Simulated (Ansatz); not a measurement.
**Effective masses and thermopower of BP (I-4m2)**

```yaml
crystal:
  lattice:
    - [0.00000, 2.23837, 2.40380]
    - [2.23837, 0.00000, 2.40380]
    - [2.23837, 2.23837, 0.00000]
  atoms:
    - { symbol: B, position: [0.00000, 0.00000, 0.00000] }
    - { symbol: P, position: [0.25000, 0.25000, 0.25000] }
```

The numbers are results of r2SCAN with spin-orbit coupling, rigid bands (plane waves, PAW; Ansatz, a first-principles code), not measurements. Condition of this run: uniaxial stress along [001] of -20 GPa (compression positive) (the target of the relaxation). How the cell was made: cell and atoms relaxed with PBEsol, then loaded as said.

```yaml
band_gap: 0.88 eV
electron conductivity mass (300 K, dilute): 0.38 (x), 0.38 (y), 0.24 (z) mₑ
hole conductivity mass (300 K, dilute): 0.33 (x), 0.33 (y), 0.25 (z) mₑ
effective density of states N_c (300 K): 2.5e19 cm⁻³
effective density of states N_v (300 K): 1.2e19 cm⁻³
density_of_states_mass_electrons: 1.00 mₑ
density_of_states_mass_holes: 0.61 mₑ
Seebeck coefficient, n-type 1e19 cm⁻³, 300 K: -294 μV/K
best n-type power factor at 300 K for τ = 10 fs (best axis; densities from 1e16 to 1e21 cm⁻³ tried, whether or not they can be reached): 16.9 μW/(cm·K²) at 1e20 cm⁻³
Seebeck coefficient, p-type 1e19 cm⁻³, 300 K: 265 μV/K
best p-type power factor at 300 K for τ = 10 fs (best axis; densities from 1e16 to 1e21 cm⁻³ tried, whether or not they can be reached): 10.1 μW/(cm·K²) at 3e19 cm⁻³
```

Rigid bands; masses and Seebeck coefficients take one relaxation time τ for all states and one kind of carrier; polarons and phonon drag are left out. Geometry: cell and atoms relaxed with PBEsol.
